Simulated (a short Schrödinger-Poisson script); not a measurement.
Structure: gated Al0.4Ga0.6N/GaN polarisation-induced gas, at 20 K.

```
layer     material  thickness (nm)  Na (cm⁻³)
-----  -----------  --------------  ---------
1      Al0.4Ga0.6N              25          -
2              GaN            6000       8e14
```

Constants are typed, rounded textbook-type inputs, not results; the design itself was drawn at random and stands for no fabricated device. Al0.4Ga0.6N: permittivity 9.26, conduction-band edge (eV) 0.58, gap (eV) 4.258, electron mass (mₑ) 0.248, Nv at 300 K (cm⁻³) 4.6e19. GaN: permittivity 9.5, conduction-band edge (eV) 0, gap (eV) 3.43, Nv at 300 K (cm⁻³) 4.6e19.

Channel valleys (confinement mass, in-plane density-of-states mass, number): Γ 0.2, 0.2, 1. At the gate the conduction-band edge of layer 1 lies 1.36 eV − eVg above the Fermi level of the channel; the field vanishes at the back. Sheet of polarisation charge: +2e13 e/cm² at 25 nm from the gate. The barrier under the gate holds no holes. Gaps are held at their typed values at every temperature. Mesh 0.08 nm at interfaces.

From a short Schrödinger-Poisson script (our own, NumPy): 1D Poisson equation in equilibrium, electrons quantum, Hartree (BenDaniel-Duke, 40 states a valley, the channel's in-plane mass for all, wave functions free to enter the barrier), parabolic valleys, classical holes, full ionisation, no traps, pinning or gate leakage.

The same stack at other levels of the model or other numerical settings:

| run | sheet density of all electrons at Vg = 0.5 V (cm⁻²) | sheet density of all electrons at Vg = -5.5 V (cm⁻²) | capacitance at Vg = 0.5 V (μF/cm²) | centroid of the channel electrons at Vg = 0.5 V (nm) | rough cost against the base |
|---|---|---|---|---|---|
| base | 1.82e13 | 6.39e12 | 0.319 | 1.59 | about 1 |
| electrons treated as classical, Boltzmann | 1.92e13 | 6.92e12 | 0.327 | 0.11 | 0.02 |
| electrons treated as classical, Fermi-Dirac | 1.82e13 | 6.49e12 | 0.314 | 1.41 | 0.07 |
| electrons treated as quantum, Hartree plus LDA exchange-correlation | 1.83e13 | 6.47e12 | 0.319 | 1.48 | 2 |
| mesh six times as coarse | 1.82e13 | 6.39e12 | 0.319 | 1.53 | 0.3 |
| one subband a valley | 1.81e13 | 6.39e12 | 0.317 | 1.28 | 0.4 |

The classical rows ignore confinement, and Boltzmann statistics overrate the density once the band edge passes the Fermi level.
